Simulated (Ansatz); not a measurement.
Consider the following.

```
SrCl2
1.0
    0.00000     3.45392     3.54027
    3.45392     0.00000     3.54027
    3.45392     3.45392     0.00000
Sr Cl
1 2
Cartesian
  0.00000   0.00000   0.00000
  1.72696   1.72696   1.77014
  5.18088   5.18088   5.31041
```

No spin polarisation.

Calculations: Ansatz (a first-principles code) PBEsol, without spin-orbit coupling. Settings: 8×8×8 k-points, 0.05 eV Fermi–Dirac smearing.

Problem. What is the computed electron mass?

Solution. 0.33 mₑ along z, 0.41 mₑ across (at Γ).

Problem. Estimate the stress (xx, yy, zz, yz, xz, xy; compression positive).

Solution. (-0.47, -0.47, -1.71, 0.00, 0.00, 0.00) GPa.

The levels and masses belong to the bands next to the band gap. The cells carry an imposed strain or load. Masses are band curvatures over ±0.01 Å⁻¹ around the edge. Whether these cells are dynamically stable was not tested. The cell was made from SrCl₂ in the fluorite structure (space group Fm-3m, No. 225) by this change: uniaxial strain ε_zz = +2.50 %.
